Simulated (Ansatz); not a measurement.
**Hypothetical cubic perovskite NaCdI3 under a change: biaxial strain −2.29 %, plane normal [110], relaxed out of plane**

Take NaCdI₃ in the cubic perovskite structure (space group Pm-3m, No. 221; a = 5.837 Å; a hypothetical phase, not in the database extracts checked) as the base. Axes: x, y, z lie along the cube axes.

It is then changed as follows: biaxial strain −2.29 %, plane normal [110], relaxed out of plane (Cartesian); in-plane vectors clamped, the third vector and the atoms free.

Level of theory: Ansatz (a first-principles code) PBEsol, no SOC. k-mesh 8×8×8 (Γ-centred); smearing 0.05 eV (Fermi–Dirac).

```tsv
quantity	base	changed	shift
volume per atom	39.78 Å³	38.93 Å³	-0.85 Å³
space group	Pm-3m (No. 221)	Cmmm (No. 65)	–
shortest interatomic distance	2.919 Å	2.852 Å	-0.067 Å
energy relative to the base (free energy F)	0 meV/atom	+4.5 meV/atom	+4.5 meV/atom
pressure (mean of the normal stresses, compression positive)	0.0 GPa	0.5 GPa	+0.55 GPa
band gap	zero	zero	–
out-of-plane strain (rough)	–	+2.50 %	–
```

Final structure (turned so that z lies along the plane normal):

```
CELL_PARAMETERS angstrom
      5.70346     0.00000     0.00000
      0.00000     8.06591     0.00000
      0.00000     4.03295     4.23074
ATOMIC_POSITIONS crystal
  Na 0.00000 0.00000 0.00000
  Cd 0.50000 0.50000 0.00000
  I  0.50000 0.50000 0.50000
  I  0.00000 0.50000 0.00000
  I  0.50000 0.00000 0.50000
```

Cost of the whole job for the changed cell (relaxation, final SCF and bands): very roughly 2.5 core-minutes.

Without a gap, meshes like the base's 8×8×8 leave anisotropic stresses uncertain by several tenths of a GPa, and small strain energies with them. With I present, leaving out spin-orbit coupling can change the band edges. No phonon test of stability was made. All final runs are without spin polarisation. Many cubic perovskites are stable only at high temperature; tilts and polar distortions were not tested. A zero or small gap of NaCdI3 can be the functional's error rather than a property of the material.
